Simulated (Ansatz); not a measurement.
The reference is CsBr in the zinc blende structure (space group F-43m, No. 216; a = 8.0171 Å; a hypothetical phase, not in the database extracts checked).

The values are results of PBEsol (Ansatz, a program for electronic structure; PAW; 420 eV plane waves; scalar-relativistic without spin-orbit coupling), not measurements.

For the base:

The electron mass comes out as 0.49 mₑ (at Γ) and the band gap is 4.10 eV.

One thing is altered: every lattice vector is stretched by 4.27 %; the atoms relax in the strained cell.

Question: How does this affect the electron mass and band gap?

Answer: The electron mass goes from 0.49 mₑ (at Γ) to 0.52 mₑ (at Γ); the band gap falls by 0.13 eV to 3.97 eV.

Effective masses come from finite differences of ±0.01 Å⁻¹. Stability against distortions was not tested.
